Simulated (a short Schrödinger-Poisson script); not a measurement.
Structure: gated In0.52Al0.48As/In0.53Ga0.47As δ-doped gas in a quantum well, at 300 K.

| layer | material | thickness (nm) | Na (cm⁻³) |
|---|---|---|---|
| 1 | In0.52Al0.48As | 20 | - |
| 2 | In0.52Al0.48As | 10 | - |
| 3 | In0.53Ga0.47As | 10 | - |
| 4 | In0.52Al0.48As | 4000 | 5e15 |

The device is made up for the run: typed textbook-type constants, with dimensions and the other settings drawn at random. In0.52Al0.48As: permittivity 12.5, conduction-band edge (eV) 0.52, gap (eV) 1.45, electron mass (mₑ) 0.075, Nv at 300 K (cm⁻³) 1.1e19. In0.53Ga0.47As: permittivity 13.9, conduction-band edge (eV) 0, gap (eV) 0.74, Nv at 300 K (cm⁻³) 7.7e18.

Channel valleys (confinement mass, in-plane density-of-states mass, number): Γ 0.041, 0.041, 1. At the gate the conduction-band edge of layer 1 lies 0.65 eV − eVg above the Fermi level of the channel; the field vanishes at the back. Sheet of ionised δ-doping: +1.7e12 e/cm² at 20 nm from the gate. The barrier under the gate holds no holes. Gaps are held at their typed values at every temperature. Mesh 0.08 nm at interfaces.

Solved with a short Schrödinger-Poisson script written for these runs: 1D Poisson equation in equilibrium, electrons quantum, Hartree plus LDA exchange-correlation (BenDaniel-Duke, 40 states a valley, the channel's in-plane mass for all, wave functions free to enter the barrier), parabolic valleys, classical holes, full ionisation, no traps, pinning or gate leakage.

The same stack at other levels of the model or other numerical settings:

```
run                                          sheet density of all electrons at Vg = 0.4 V (cm⁻²)  sheet density of all electrons at Vg = -0.1 V (cm⁻²)  capacitance at Vg = 0.4 V (μF/cm²)  centroid of the channel electrons at Vg = 0.4 V (nm)  rough cost against the base
-------------------------------------------  ---------------------------------------------------  ----------------------------------------------------  ----------------------------------  ----------------------------------------------------  ---------------------------
base                                                                                     1.15e12                                               2.45e11                               0.306                                                  4.31                      about 1
electrons treated as classical, Boltzmann                                                1.33e12                                               3.10e11                               0.343                                                  2.72                         0.01
electrons treated as classical, Fermi-Dirac                                              1.18e12                                               2.82e11                               0.304                                                  3.98                         0.07
electrons treated as quantum, Hartree                                                    1.13e12                                               2.32e11                               0.304                                                  4.34                          0.6
mesh six times as coarse                                                                 1.15e12                                               2.44e11                               0.306                                                  4.29                          0.2
one subband a valley                                                                     1.15e12                                               2.45e11                               0.304                                                  4.30                          0.2
```

The classical rows ignore confinement, and Boltzmann statistics overrate the density once the band edge passes the Fermi level.
